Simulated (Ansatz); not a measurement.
The reference is SnSe₂ in the 2H-MoS2 type structure (space group P6_3/mmc, No. 194; a = 3.7694 Å, c = 11.2906 Å; a hypothetical phase, not in the database extracts checked; layered, stacked along the Cartesian z axis).

All numbers come from PBEsol-D3(BJ) in Ansatz (plane waves to 420 eV, PAW, without spin-orbit coupling), earlier PAW set.

Free-standing slabs (3 atom(s) a layer) normal to the stacking axis with 15 Å of vacuum; in-plane cell relaxed.

One change was made to it. Results:

The in-plane lattice parameter a falls by 0.0205 Å to 3.749 Å; the shortest interatomic distance falls by 0.047 Å, from 2.779 Å to 2.732 Å; the excess energy per area of both faces (slab less bulk energy over the cell's area: twice a surface energy) comes out as 0.9 J/m² (uncertain by up to 0.1 J/m²); the band gap is still zero.

Problem. What was done to the base?
A. 1 layer
B. 2 layers
C. 3 layers

Solution. C, 3 layers. For comparison, the in-plane lattice parameter a in the other runs: 1 layer gives 3.697 Å; 2 layers gives 3.735 Å.

Slab and bulk use different k-meshes, which limits the precision of the excess energy. Whether these cells are dynamically stable was not tested. The final runs are not spin-polarised. The zero or small gap of SnSe2 can change with the level of theory.

Ansatz is a quantum-chemistry and plane-wave program.
